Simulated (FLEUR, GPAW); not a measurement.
A GPAW input for a self-consistent single point of CaCd2 (Imma, 6 atoms in the cell) (DFT LDA (Perdew-Wang 92), plane waves, GPAW PAW datasets LDA (gpaw-data 1.0.1)):

```python
from ase import Atoms
from ase.units import GPa
from gpaw import GPAW, PW, FermiDirac

atoms = Atoms(['Ca', 'Ca', 'Cd', 'Cd', 'Cd', 'Cd'],
              cell=[[-2.419556, 3.713063, 4.113913],
                    [2.419556, -3.713063, 4.113913],
                    [2.419556, 3.713063, -4.113913]],
              positions=[[-0.000000, 1.856532, 4.454956],
                         [2.419556, 1.856532, -0.341043],
                         [-0.000000, 3.357500, 1.353889],
                         [2.419556, 0.355563, 2.760024],
                         [0.000000, 0.355563, 1.353889],
                         [2.419556, 3.357500, 2.760024]],
              pbc=True)

calc = GPAW(mode=PW(550),
            xc='LDA',
            kpts={'size': (4, 4, 4), 'gamma': True},
            occupations=FermiDirac(0.1),
            nbands=-12,
            convergence={'forces': 0.001},
            symmetry={'symmorphic': False, 'tolerance': 0.0005},
            maxiter=120)

atoms.calc = calc

energy = atoms.get_potential_energy()
print('Energy (eV):', round(energy, 6))
forces = atoms.get_forces()
print('Forces (eV/Ang):')
print(forces.round(5))
stress = atoms.get_stress()
print('Stress (GPa, Voigt):', (stress / GPa).round(4))
```

Task: Translate this input to FLEUR.

Result: One input that does it (others would too):

Input of the input generator:

```
CaCd2 FLAPW
&input film=f /
-2.4195560000 3.7130630000 4.1139130000
2.4195560000 -3.7130630000 4.1139130000
2.4195560000 3.7130630000 -4.1139130000
1.8897261246
1.0 1.0 1.0

6
20 0.7914500000 0.5414500000 0.2500000000
20 0.2085500000 0.4585500000 0.7500000000
48 0.6166700000 0.1645500000 0.4521200000
48 0.3833300000 0.8354500000 0.5478800000
48 0.2124300000 0.1645500000 0.0478800000
48 0.7875700000 0.8354500000 0.9521200000

&comp jspins=1 /
&exco xctyp='vwn' /
&kpt div1=4 div2=4 div3=4 gamma=t /
&end /
```

```xml
<?xml version="1.0" encoding="UTF-8" standalone="no"?>
<fleurInput fleurInputVersion="0.39">
   <comment>
      CaCd2 FLAPW                                                                                         
   </comment>
   <calculationSetup>
      <cutoffs Kmax="4.0" Gmax="14.0" GmaxXC="14.0" numbands="0"/>
      <scfLoop itmax="60" minDistance="0.00001" maxIterBroyd="99" imix="Anderson" alpha="0.05" precondParam="0.0" spinf="2.0"/>
      <coreElectrons ctail="T" frcor="F" kcrel="0" coretail_lmax="0"/>
      <xcFunctional name="vwn" relativisticCorrections="F"/>
      <magnetism jspins="1"/>
      <soc l_soc="F" theta="0.0" phi="0.0" spav="F"/>
      <expertModes spex="0" secvar="F"/>
      <geometryOptimization l_f="T" forcealpha="1.0" forcemix="BFGS" epsdisp="0.00001" epsforce="0.00001"/>
      <ldaU l_linMix="F" mixParam="0.05" spinf="1.0"/>
   </calculationSetup>
   <cell>
      <bzIntegration valenceElectrons="92.0" mode="hist" fermiSmearingEnergy="0.00367493">
         <kPointListSelection listName="default-1"/>
         <!-- k-points included here -->
         <xi:include xmlns:xi="http://www.w3.org/2001/XInclude" href="kpts.xml"> </xi:include>
      </bzIntegration>
      <!-- symmetry operations included here -->
      <xi:include xmlns:xi="http://www.w3.org/2001/XInclude" href="sym.xml"> </xi:include>
      <bulkLattice scale="1.0">
         <bravaisMatrix>
            <row-1>   -4.5722981831326770     7.0166721533856498     7.7741688704315592</row-1>
            <row-2>    4.5722981831326770    -7.0166721533856498     7.7741688704315592</row-2>
            <row-3>    4.5722981831326770     7.0166721533856498    -7.7741688704315592</row-3>
         </bravaisMatrix>
      </bulkLattice>
   </cell>
   <atomSpecies>
      <species name="Calcium (Ca)" element="Ca" atomicNumber="20">
         <mtSphere radius="2.68" gridPoints="925" logIncrement="0.013"/>
         <atomicCutoffs lmax="10" lnonsphr="8"/>
         <electronConfig flipSpins="F">
            <coreConfig>(1s1/2) (2s1/2) (2p1/2) (2p3/2)</coreConfig>
            <valenceConfig>(3s1/2) (3p1/2) (3p3/2) (4s1/2)</valenceConfig>
         </electronConfig>
         <energyParameters s="4" p="4" d="3" f="4"/>
         <lo type="SCLO" l="0" n="3" eDeriv="0"/>
         <lo type="SCLO" l="1" n="3" eDeriv="0"/>
      </species>
      <species name="Cadmium (Cd)" element="Cd" atomicNumber="48">
         <mtSphere radius="2.52" gridPoints="869" logIncrement="0.015"/>
         <atomicCutoffs lmax="10" lnonsphr="8"/>
         <electronConfig flipSpins="F">
            <coreConfig>(1s1/2) (2s1/2) (2p1/2) (2p3/2) (3s1/2) (3p1/2) (3p3/2) (4s1/2) (3d3/2) (3d5/2)</coreConfig>
            <valenceConfig>(4p1/2) (4p3/2) (5s1/2) (4d3/2) (4d5/2)</valenceConfig>
         </electronConfig>
         <energyParameters s="5" p="5" d="4" f="4"/>
         <lo type="SCLO" l="1" n="4" eDeriv="0"/>
         <lo type="HELO" l="2" n="5" eDeriv="0"/>
      </species>
   </atomSpecies>
   <atomGroups>
      <atomGroup species="Calcium (Ca)">
         <relPos label="                   1">-.2085500000 -.4585500000 1.000/4.000</relPos>
         <relPos label="                   2">.2085500000 .4585500000 -1.000/4.000</relPos>
         <force calculate="T" relaxXYZ="TTT"/>
      </atomGroup>
      <atomGroup species="Cadmium (Cd)">
         <relPos label="                   3">-.3833300000 .1645500000 .4521200000</relPos>
         <relPos label="                   4">.3833300000 -.1645500000 -.4521200000</relPos>
         <relPos label="                   5">.2124300000 .1645500000 .0478800000</relPos>
         <relPos label="                   6">-.2124300000 -.1645500000 -.0478800000</relPos>
         <force calculate="T" relaxXYZ="TTT"/>
      </atomGroup>
   </atomGroups>
   <output dos="F" band="F" slice="F">
      <checks vchk="F" cdinf="F"/>
      <bandDOS minEnergy="-.5*Htr" maxEnergy="0.5*Htr" sigma="0.015" storeEVData="T"/>
      <vacuumDOS vacdos="F" integ="F" star="F" nstars="0" locx1="0.0" locy1="0.0" locx2="0.0" locy2="0.0" nstm="0" tworkf="0.0"/>
      <unfoldingBand unfoldBand="F" supercellX="1" supercellY="1" supercellZ="1"/>
      <plotting iplot="0" polar="F">
         <plot TwoD="T" vec1="  1.0  0.0  0.0" vec2="  0.0  1.0  0.0" vec3="  0.0  0.0  1.0" zero="  0.0  0.0  0.0" file="plot"/>
      </plotting>
      <chargeDensitySlicing numkpt="0" minEigenval="0.0" maxEigenval="0.0" nnne="0" pallst="F"/>
      <specialOutput eonly="F"/>
      <magneticCircularDichroism mcd="F" energyLo="-10.0" energyUp="0.0"/>
   </output>
  <!-- We include the file relax.xml here to enable relaxations (see documentation) -->
  <xi:include xmlns:xi="http://www.w3.org/2001/XInclude" href="relax.xml"> <xi:fallback/> </xi:include>
</fleurInput>
```

Basis, cutoffs, solver keys and any potentials are the target program's own. This input uses DFT, LDA (Vosko-Wilk-Nusair), all-electron FLAPW (FLEUR), scalar-relativistic valence. LDA parametrisations can differ slightly between programs.

The starting cell comes from a database of computed structures (which also holds hypothetical and non-ambient phases and stackings), without a prior relaxation at this level. For this run, on top of that: lattice scaled by 0.98.
